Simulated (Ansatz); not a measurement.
System: AlB2-type MgB₂. Method: PBE (PAW; Ansatz, a first-principles code).

Numerical settings: plane-wave cutoff 520 eV, 24×24×16 k mesh (along the axes of the cell as run), Fermi–Dirac smearing 0.05 eV, scalar-relativistic PAW data made under PBE.

Cell (relaxed at this level):

Space group P6/mmm (No. 191); a = b = 3.0751 Å, c = 3.5243 Å, α = β = 90.00°, γ = 120.00°

```json
[
 {"atom": "Mg", "site": "1a", "symmetry": "6/mmm", "x": "0.0000", "y": "0.0000", "z": "0.0000"},
 {"atom": "B", "site": "2d", "symmetry": "-6m2", "x": "0.3333", "y": "0.6667", "z": "0.5000"}
]
```

Task: Give the computed bulk modulus and pressure derivative B′ of the bulk modulus.

Result: 
* **bulk modulus**: 143 GPa
* **pressure derivative B′ of the bulk modulus**: 3.7

The run finds no gap.

Measured, for comparison: bulk modulus 151 ± 5 GPa (room temperature, no zero-point or thermal correction, B' fixed at 4, our sources range from 147 to 151; as tabulated in Vogt et al. (2001), arXiv:cond-mat/0102480). Computed (rounded) less measured: bulk modulus -5 % (-3 % to -5 % over the range).

Note: the bulk modulus comes from volumes at which shape and atoms were relaxed.

Static lattice: no zero-point or thermal effects.

It cost roughly 4 core-minutes of CPU time.
